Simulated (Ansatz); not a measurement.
System: basal extrinsic fault in hcp Ru; relaxed on a coarser mesh with the in-plane cell held.

The resistance of the junction is A R = A (h/e²)[1/T − 1/(2N₁) − 1/(2N₂)] a spin, with T the transmission and N₁, N₂ the leads' channels in a cell of area A; the spins conduct in parallel.

Values are means of three energies within 0.05 eV of the Fermi level, on a potential converged at a Fermi-Dirac width of 0.05 eV. Resistances leave out the leads' Sharvin resistance. Spin-orbit coupling is left out.

Q: Compute, with PBE (Ansatz, a program for electronic structure), the specific resistance of the junction and the share of channels that pass.

A: AR = 0.19 × 10⁻¹⁵ Ω m²; 75 % of the channels of the narrower lead pass.
